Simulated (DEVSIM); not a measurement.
Device: abrupt Si n-p junction, at 300 K.

Layer 1 from the left is Si, thickness (μm) 3.20, Nd (cm⁻³) 1e16, τn (s) 5.5e-7, τp (s) 5.5e-7. Layer 2 from the left is Si, thickness (μm) 91.0, Na (cm⁻³) 5.6e16, τn (s) 5.5e-7, τp (s) 5.5e-7.

Left contact: ohmic. Right contact: ohmic. Voltage is applied to the left contact. Recombination: SRH at mid-gap, radiative, Auger. Mobility is μmin + (μ − μmin)/(1 + (N/Nref)^α).

Constants are typed, rounded textbook-type inputs, not results; the design itself was drawn at random and stands for no fabricated device. Values at 300 K.

Si: gap (eV) 1.124, affinity (eV) 4.05, permittivity 11.7, Nc (cm⁻³) 2.86e19, Nv (cm⁻³) 3.1e19, μn (cm²/Vs) 1417, μp (cm²/Vs) 470, μn,min 52, μp,min 45, Nref,n 9.7e16, Nref,p 2.2e17, αn 0.68, αp 0.72, B (cm³/s) 4.7e-15, Cn (cm⁶/s) 2.8e-31, Cp (cm⁶/s) 9.9e-32.

Q: Estimate by hand the built-in potential, the peak field at zero bias, the capacitance at 0.6 V, and compare with a numerical solution.

A: 
- Built-in potential: ni = √(Nc Nv) exp(−Eg/2kT) = 1.08e10 cm⁻³ with Eg = 1.124 eV; Vbi = kT/q ln(Na Nd/ni²) = 0.755 V; numerical 0.755 V.
- Peak field at zero bias: depletion approximation: W = √(2εVbi/(qN)) = 0.339 μm with N = 8.48e15 cm⁻³; field = 2Vbi/W = 44500 V/cm; numerical 43000 V/cm (estimate above by 3.5 %).
- Capacitance at 0.6 V: C = √(qεN / 2(Vbi + |V|)) = 22.8 nF/cm²; numerical 23.3 nF/cm² (estimate below by 2.0 %).

Model (solved in DEVSIM): 1D drift-diffusion, Boltzmann statistics, complete ionisation; no tunnelling, impact ionisation, image-force lowering or self-heating.
